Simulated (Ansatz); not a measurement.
TaSi2 (model structure, started from the AlB2 type, P6/mmm, No. 191, 3 atoms in the cell), treated with LDA in Ansatz (PAW).

Settings: plane-wave cutoff 520 eV, 18×18×12 k mesh (along the axes of the cell as run), Fermi–Dirac smearing 0.05 eV, scalar-relativistic PAW data made under PBE.

Cell (relaxed at this level):

```
CELL_PARAMETERS angstrom
      4.34146     0.00000     0.00000
     -2.17073     3.75981     0.00000
      0.00000     0.00000     2.60886
ATOMIC_POSITIONS crystal
  Ta 0.00000 0.00000 0.00000
  Si 0.33333 0.66667 0.50000
  Si 0.66667 0.33333 0.50000
```

Question: Give the computed bulk modulus B0.

Answer: 
bulk modulus B0: 175 GPa

The run finds no gap.

Note: the bulk modulus is −V dP/dV from two relaxed cells at ±2 % in volume; the relaxation could raise the start's symmetry but not lower it, so the cell can be a saddle point.

Spin–orbit coupling is not included; it can open a gap where bands touch, and shift volumes and moduli.

Computed values are for the static lattice.

A model structure was made by putting elements into a prototype or built by hand; it is no filed structure, need not be a known phase, and can be a saddle point held by its symmetry.

Ansatz is a program for electronic structure.
